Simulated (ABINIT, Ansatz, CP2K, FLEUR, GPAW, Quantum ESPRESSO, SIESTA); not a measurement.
# One structure in several programs: InAu3 (Pmmn, 8 atoms in the cell)

Self-consistent single point.

```
CELL_PARAMETERS angstrom
      4.83733     0.00000     0.00000
      0.00000     5.77876     0.00000
      0.00000     0.00000     5.27183
ATOMIC_POSITIONS crystal
  In 0.50000 0.50000 0.33547
  In 0.00000 0.00000 0.66453
  Au 0.00000 0.50000 0.66268
  Au 0.50000 0.00000 0.33732
  Au 0.00000 0.74853 0.16322
  Au 0.00000 0.25147 0.16322
  Au 0.50000 0.75147 0.83678
  Au 0.50000 0.24853 0.83678
```

All programs got the same cell, k-point mesh and kind of occupations (in Ansatz's words: kpoints.mp_grid.grid = 3 3 3; scf.occupations.method = fermi_dirac; scf.occupations.width = 0.1 eV); potentials, basis and cutoffs are each program's usual ones.

```
code                                                                                                                                      model  pressure (GPa)  largest force (eV/Å)  k-points         cutoff
----------------  -----------------------------------------------------------------------------------------------------------------------------  --------------  --------------------  --------  -------------
ABINIT                                                           PBEsol, norm-conserving pseudopotentials (PseudoDojo nc-sr-04 PBEsol standard)           -4.28                 0.046         8          38 Ha
FLEUR                                                                           PBEsol, all-electron FLAPW (FLEUR), scalar-relativistic valence               –                 0.043         8  Kmax 4 1/bohr
SIESTA            GGA PBEsol, numerical atomic orbitals DZP, PseudoDojo PBEsol standard norm-conserving potentials (rewritten from UPF to PSML)           -4.63                 0.139        14    grid 300 Ry
CP2K                                                                 PBEsol, GPW, DZVP-MOLOPT-SR-GTH basis, GTH-PBE potentials (GTH_POTENTIALS)            0.63                 0.058        14    grid 500 Ry
Quantum ESPRESSO                                                                           PBEsol, GBRV 1.5 ultrasoft (PBESOL) pseudopotentials           -5.01                 0.040         8          40 Ry
Ansatz                                                                                                          PBEsol, PAW files made with PBE           -4.26                 0.040         8        default
GPAW                                                                                      PBEsol, GPAW PAW datasets PBEsol (made by gpaw-setup)           -3.34                 0.040         8         550 eV
```

Size of the force on each atom (eV/Å): Sizes of forces hide their directions.

```tsv
code	In1	In2	Au3	Au4	Au5	Au6	Au7	Au8
ABINIT	0.018	0.018	0.009	0.009	0.046	0.046	0.046	0.046
FLEUR	0.017	0.017	0.000	0.000	0.043	0.043	0.043	0.043
SIESTA	0.031	0.031	0.104	0.104	0.139	0.139	0.139	0.139
CP2K	0.022	0.022	0.058	0.058	0.040	0.040	0.040	0.040
Quantum ESPRESSO	0.018	0.018	0.002	0.002	0.040	0.040	0.040	0.040
Ansatz	0.018	0.018	0.002	0.002	0.040	0.040	0.040	0.040
GPAW	0.017	0.017	0.040	0.040	0.030	0.030	0.030	0.030
```

A dash marks a value that a program does not give, or that is left out as unsure.

The spread over the programs that give each value: pressure within 5.64 GPa; largest force within 0.099 eV/Å.

The starting cell comes from a database of computed structures (which also holds hypothetical and non-ambient phases and stackings), without a prior relaxation at this level. On Ansatz's run: Spin-orbit coupling is off. In the base run, with a pressure of about -4 GPa the cell is away from its equilibrium volume at this level. Without a gap this mesh is coarse (it stands for a supercell whose shortest vector is 15 Å).

Problem. Why do the programs differ, and what cannot be compared?

Solution. Differences of this kind can come from the potentials, where these differ, and from what each basis and cutoff leave unconverged. The valence holds different numbers of electrons (ABINIT 140, FLEUR 128, SIESTA 140, CP2K 92, Quantum ESPRESSO 92, Ansatz (a first-principles code) 140, GPAW 92). The zero of total energies and Fermi levels follows the potentials and each program's conventions, so they are not compared here. SIESTA and CP2K use small atom-centred bases, whose incompleteness enters pressures, forces and empty levels differently from a plane-wave cutoff. FLEUR treats all electrons, but the usual bases taken here (sphere radii, linearisation, local orbitals, empty states) were not tested for convergence, so the values are no reference for the others. Ansatz's pressure is given at a fixed set of plane waves, as the other plane-wave codes print theirs; with its correction for the finite basis it is -4.22 GPa. The programs reduce the same mesh by symmetry to different extents, which changes the work and not the result. In the pressure, CP2K (by 4.90) lies more than 1 GPa from the median of the plane-wave programs. In the force vectors, SIESTA (by 0.106) lies more than 0.08 eV/Å from the median of the plane-wave programs.

The shared mesh is coarse (it stands for a supercell whose shortest vector is 15 Å), so the values are not converged in it.

Left out of this page: Elk (not drawn, or without a comparable value).

Keys are those of Ansatz 0.2.
